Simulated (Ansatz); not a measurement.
# Pressure series in BeTe

The reference is BeTe in the zinc blende structure (space group F-43m, No. 216; a = 5.604 Å).

Cell and atoms are relaxed at each pressure.

Computed with DFT with PBEsol, PAW potentials and a 420 eV plane-wave cutoff in Ansatz (a first-principles code), spin-orbit coupling left out.

Candidates:
(a) pressure 2.1 GPa
(b) pressure 4.5 GPa
(c) pressure 0.9 GPa
(d) pressure 15 GPa

Before the change:

| Item | Result |
|---|---|
| Band gap | 1.84 eV |

Q: Order them by band gap, lowest first.

A: (d) pressure 15 GPa (1.35 eV), (b) pressure 4.5 GPa (1.67 eV), (a) pressure 2.1 GPa (1.75 eV), (c) pressure 0.9 GPa (1.80 eV)

Spin-orbit coupling, missing from the scalar runs, can matter with Te. Load acts through the strain it causes; cell and atoms are relaxed under it. Stability against distortions was not tested. No other phases were tried under pressure.
